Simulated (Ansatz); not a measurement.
AlRu is modelled in the cubic space group Pm-3m (No. 221), the CsCl type structure, Pearson symbol cP2. Cell: a = 2.9538 Å, b = 2.9538 Å, c = 2.9538 Å, α = 90.00°, β = 90.00°, γ = 90.00°. Al on 1a is surrounded by 8 Ru at 2.558 Å and 6 Al at 2.954 Å. Ru on 1b is coordinated by 8 Al at 2.558 Å and 6 Ru at 2.954 Å. (Neighbours: up to the widest gap in distance over summed covalent radii, below 1.35, at either atom.)

The cell was generated from a structure type, relaxed within its symmetry, and need not be the phase found at ambient conditions.

Q: What linear thermal expansion coefficient does quasi-harmonic lattice dynamics on LDA in Ansatz (a program for electronic structure) give at 450 K, and what isobaric heat capacity per mole of formula units and Grüneisen parameter?

A: α = 8.9 × 10⁻⁶ K⁻¹; C_P = 50.0 J/(mol K); γ = 1.87. No phase change or melting is allowed for: the numbers belong to this structure as given.

The PAW data sets were generated under PBE and serve the other functionals too.
